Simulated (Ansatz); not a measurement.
# LaWN3 (P2₁/m, No. 11, 10 atoms in the cell; start mp-989646)

Method: PBEsol (Ansatz, an electronic-structure program, PAW).

Run with plane-wave cutoff 520 eV, 6×10×6 k mesh (along the axes of the cell as run), Fermi–Dirac smearing 0.01 eV, no spin polarisation, scalar-relativistic PAW data made under PBE.

Cell (relaxed at this level):

```cif
data_La2N6W2
_chemical_formula_sum 'La2 W2 N6'
_space_group_name_H-M_alt 'P 1'
_space_group_IT_number 1
_cell_length_a 5.79495
_cell_length_b 3.85718
_cell_length_c 7.89965
_cell_angle_alpha 90.000
_cell_angle_beta 109.076
_cell_angle_gamma 90.000
loop_
_space_group_symop_operation_xyz
  'x, y, z'
loop_
_atom_site_label
_atom_site_type_symbol
_atom_site_fract_x
_atom_site_fract_y
_atom_site_fract_z
_atom_site_occupancy
La1 La 0.24699 0.25000 0.18513 1
La2 La 0.75301 0.75000 0.81487 1
W1 W 0.14029 0.25000 0.66814 1
W2 W 0.85971 0.75000 0.33186 1
N1 N 0.03521 0.25000 0.86599 1
N2 N 0.96479 0.75000 0.13401 1
N3 N 0.97496 0.25000 0.38982 1
N4 N 0.02504 0.75000 0.61018 1
N5 N 0.46747 0.25000 0.74120 1
N6 N 0.53253 0.75000 0.25880 1
```

```yaml
band_gap: 1.70 eV
```

Spin–orbit coupling is not included.

Computing time: about 70 core-seconds (a rough figure).

A start named mp-… is a Materials Project structure, which need not be a measured phase.
